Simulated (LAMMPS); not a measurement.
System: Fe (bcc), 4394 atoms, at 300 K and 0 GPa, heated as the crystal.

Level of theory: classical MD, pair style eam/fs, file VFe_mm.eam.fs; code LAMMPS.

Starting crystal:

```
Fe
1.0
    2.87000     0.00000     0.00000
    0.00000     2.87000     0.00000
    0.00000     0.00000     2.87000
Fe
2
Cartesian
  0.00000   0.00000   0.00000
  1.43500   1.43500   1.43500
```

Question: Predict the mean frequency of the velocity spectrum, the state found.

Answer: mean frequency of the velocity spectrum: 6.1 THz; state found: crystal; no diffusion seen in 30 ps.
